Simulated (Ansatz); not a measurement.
## Hypothetical diamond B under a change: 4 layers

The parent structure is B in the diamond structure (space group Fd-3m, No. 227; a = 4.032 Å; a hypothetical phase, not in the database extracts checked). Axes: x, y, z lie along the cube axes.

It is then changed as follows: a free-standing slab of 4 layers (8 atoms, 2 a layer) is cut normal to [110], with 15 Å of vacuum and the in-plane cell held at bulk.

Computed with PBEsol (Ansatz, a first-principles code), scalar-relativistic without spin-orbit coupling. Settings: 16×12×1 k-points, 0.05 eV Fermi–Dirac smearing, for the changed cell.

```tsv
quantity	base	changed	shift
layer's space group (with vacuum)	–	Pmna (No. 53)	–
shortest interatomic distance	1.746 Å	1.543 Å	-0.203 Å
band gap	zero	zero	–
excess energy per area of both faces (slab less bulk energy over the cell's area: twice a surface energy) (uncertain by up to 0.1 J/m²)	–	1.6 J/m²	–
thickness between the outermost nuclei	–	4.25 Å	–
change of the spacing d12 from its bulk value of 1.426 Å	–	-5.8 %	–
change of the spacing d23 from its bulk value of 1.426 Å	–	+9.8 %	–
```

Final structure:

```
B
1.0
    2.85131     0.00000     0.00000
    0.00000     4.03236     0.00000
    0.00000     0.00000    19.27697
B
8
Direct
  0.75000   0.05176   0.38977
  0.25000   0.19824   0.38977
  0.25000   0.45706   0.45941
  0.75000   0.79294   0.45941
  0.75000   0.95706   0.54059
  0.25000   0.29294   0.54059
  0.25000   0.55176   0.61023
  0.75000   0.69824   0.61023
```

Cost of the whole job for the changed cell (relaxation, final SCF and bands): around 2.1 core-minutes (rough).

The excess energy carries the mismatch between the slab's and the bulk's meshes. Stability against distortions was not tested.
